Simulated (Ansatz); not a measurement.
Band-edge transport in monolayers: monolayer SnS2 under several functionals (Ansatz, a quantum-chemistry and plane-wave program, without spin-orbit coupling). The PBE cell:

```
CELL_PARAMETERS angstrom
      3.70150     0.00000     0.00000
     -1.85075     3.20560     0.00000
      0.00000     0.00000    18.93629
ATOMIC_POSITIONS crystal
  Sn 0.00000 0.00000 0.50000
  S  0.33333 0.66667 0.57808
  S  0.66667 0.33333 0.42192
```

```
Functional  cell relaxed with  band gap  electron conductivity mass  hole conductivity mass
----------  -----------------  --------  --------------------------  ----------------------
PBE                       PBE   1.57 eV                     0.40 mₑ                 0.55 mₑ
HSE06                     PBE         ?                           ?                       ?
```

Task: Given the cheaper levels, estimate the HSE06 row.

Result: 
- HSE06, band gap: 2.38 eV
- HSE06, electron conductivity mass: 0.38 mₑ
- HSE06, hole conductivity mass: 0.51 mₑ

For the band gap, PBE gives 1.57 eV and HSE06 2.38 eV: PBE lies 34 % below.

Masses are for dilute carriers at 300 K, harmonic means over directions unless an axis is named. Spin-orbit coupling is left out.
